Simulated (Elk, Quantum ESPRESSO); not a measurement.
**SmSi2Ni2 (I4/mmm, 5 atoms in the cell) computed with different codes at matched settings**

Self-consistent single point.

```xyz
5
Lattice="-1.9756 1.9756 4.7180 1.9756 -1.9756 4.7180 1.9756 1.9756 -4.7180" Properties=species:S:1:pos:R:3 pbc="T T T"
Sm     0.0000     0.0000     0.0000
Si     0.0000     0.0000     5.9425
Si     0.0000     0.0000     3.4934
Ni     1.9756     0.0000     2.3590
Ni     0.0000     1.9756     2.3590
```
Moments meant for the start (each program seeds them in its own way; μB, in the order of the atoms Sm Si Si Ni Ni): 5.0 0.0 0.0 0.0 0.0.

All programs got the same cell, k-point mesh and kind of occupations, and the same starting moments (in Quantum ESPRESSO's words: occupations = smearing; smearing = gauss; degauss = 0.019992 Ry; nspin = 2; K_POINTS = automatic 7 7 7 0 0 0); potentials, basis and cutoffs are each program's usual ones.

| code | model | size of the net moment (μB/atom) | cutoff |
|---|---|---|---|
| Quantum ESPRESSO | PBEsol, SSSP 1.1.2 efficiency (PBE) pseudopotentials | 1.13 | 50 Ry |
| Elk | PBEsol, all-electron FP-LAPW, Elk's shipped species files, default APW+lo basis | 1.15 | default |

The spread over the programs that give each value: size of the net moment within 0.02 μB/atom.

The starting cell comes from a database of computed structures (which also holds hypothetical and non-ambient phases and stackings), without a prior relaxation at this level. Its lattice was rescaled by a random factor within 2.5 % of one. On Quantum ESPRESSO's run: Spin-orbit coupling is off. With one magnetic atom in the cell only a parallel order is possible. With U or open f shells several self-consistent states can exist. The f electrons are in the valence without U or exact exchange, which can misplace them near the Fermi level. Spin-orbit terms, which matter for f shells, are left out. With a pressure of about 4 GPa the cell is away from its equilibrium volume at this level.

Question: Why do the programs differ, and what cannot be compared?

Answer: Differences of this kind can come from the potentials, where these differ, and from what each basis and cutoff leave unconverged. The zero of total energies and Fermi levels follows the potentials and each program's conventions, so they are not compared here. Elk treats all electrons, but the usual bases taken here (sphere radii, linearisation, local orbitals, empty states) were not tested for convergence, so the values are no reference for the others. Site moments depend on each program's spheres or projections; the total moment of the cell does not.

Left out of this page: Ansatz (with a known weakness of the program); FLEUR (stopped by limits of time or memory).
